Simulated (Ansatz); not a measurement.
# Hypothetical fluorite TaGe2: pressure 50 GPa

Consider TaGe2 in the fluorite structure (space group Fm-3m, No. 225; a = 6.189 Å; a hypothetical phase, not in the database extracts checked).

Perturbation: a hydrostatic pressure of 50 GPa.

Level of theory: PBEsol, PAW, 420 eV (Ansatz, a first-principles code; without spin-orbit coupling). Settings: 13×13×13 k-points, 0.05 eV Fermi–Dirac smearing.

The volume per atom shrinks by 4.55 Å³ to 15.20 Å³ and the density goes up by 2.74 g/cm³ (9.14 g/cm³ → 11.88 g/cm³). The lattice parameter a falls by 0.517 Å, from 6.189 Å to 5.672 Å and the shortest interatomic distance falls by 0.224 Å to 2.456 Å. The enthalpy H = E + PV relative to the base's energy is +5.31 eV/atom and the band gap remains zero.

Final structure:

```xyz
3
Lattice="0.0000 2.8358 2.8358 2.8358 0.0000 2.8358 2.8358 2.8358 0.0000" Properties=species:S:1:pos:R:3 pbc="T T T"
Ta     0.0000     0.0000     0.0000
Ge     1.4179     1.4179     1.4179
Ge     4.2537     4.2537     4.2537
```

Load acts through the strain it causes; cell and atoms are relaxed under it. Whether these cells are dynamically stable was not tested. Competing high-pressure phases were not computed. All final runs are without spin polarisation. An odd electron count without spin: TaGe2. TaGe2 has a high density of states at the Fermi level and may be magnetic at this level.
